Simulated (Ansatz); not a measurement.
## PtS (space group P4_2/mmc, No. 131)

```xyz
4
Lattice="3.4751 0.0000 0.0000 0.0000 3.4751 0.0000 0.0000 0.0000 6.0673" Properties=species:S:1:pos:R:3 pbc="T T T"
Pt     0.0000     1.7376     0.0000
Pt     1.7376     0.0000     3.0336
S      0.0000     0.0000     1.5168
S      0.0000     0.0000     4.5505
```

The values are results of plane-wave PAW DFT at the PBEsol level (Ansatz, a first-principles code, 420 eV), no spin-orbit coupling, not measurements. Γ-centred 10×10×6 mesh, Fermi–Dirac width 0.05 eV.

| Property | Result |
|---|---|
| Volume per atom | 18.32 Å³ |
| Density | 10.30 g/cm³ |
| Band gap | 0.52 eV, direct at M |
| Electron mass | 0.82 mₑ along c, 1.4 mₑ across |
| Total energy | -6634.817 eV/atom (σ→0; compares only within this code and set-up) |

With Pt present, leaving out spin-orbit coupling can change the band edges. Effective masses come from finite differences of ±0.01 Å⁻¹. Stability against distortions was not tested.
